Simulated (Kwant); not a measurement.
System: wire with an antidot in a Ge (holes) two-dimensional gas. Effective mass 0.06 mₑ, grid spacing 1.3 nm, hard walls, nominal width 40 nm (31 grid rows, so walls 41.6 nm apart), one parabolic valley, scattering region 120 nm long along x; energies count from the band bottom; Fermi energy swept from 0.0019585 to 0.08567 eV. Hard-wall hole of radius 4.9 nm, 4 nm off the axis.

Constants are typed, rounded textbook-type inputs, not results; the design itself was drawn at random and stands for no fabricated device.

Computed with Kwant: effective-mass tight-binding model on a square grid, one spin, coherent transport at 0 K. Conductance is in e²/h.

Density of the scattering states that come in from the left lead, at energy = 0.044421 eV, in bins, relative to the largest site value (x marks bins outside the device):

```
|11000001110000000001111000000000000000000000|
|33210013442112221124443211000000000000000001|
|54421125774124542246765322111110000001111111|
|55432136885125652247765322211111100111111222|
|54432125885125652246653222211111000111111222|
|32232113664125641124321111111110000011111122|
|211232113420144200220xx001111000000011111111|
|211232102321133211220xx000000000011111111111|
|421133211232122124420xx000000111111111110000|
|742134322333221246630xx000001111122111100000|
|962135533344221258851xx000011112222211100000|
|97202554333332124786200000011122222211100000|
|86202454222322113676310000011112222111100000|
|54101342111222112354311001111111111111000000|
|22111221112111211122221111111111111111100000|
|12222211233111221112221111111111111111111111|
|12343111355211343322222222111111111111111221|
|23553112577311456543222222211111111111222222|
|24553112687411467653322222111111111111222222|
|23442112576301356643221111111111111111111111|
|12221001344200134332111100000000000000011111|
|00000000111000011110000000000000000000000000|
```
Scale: ten equal steps from 0.002 (start of '0') to 0.942 (end of '9'), in the order '0123456789'; x runs from -58.4 to 58.4, y from -18.6 (bottom) to 18.6 (top).

The conductance there is 1.83 e²/h with 3 open channel(s) in the leads.
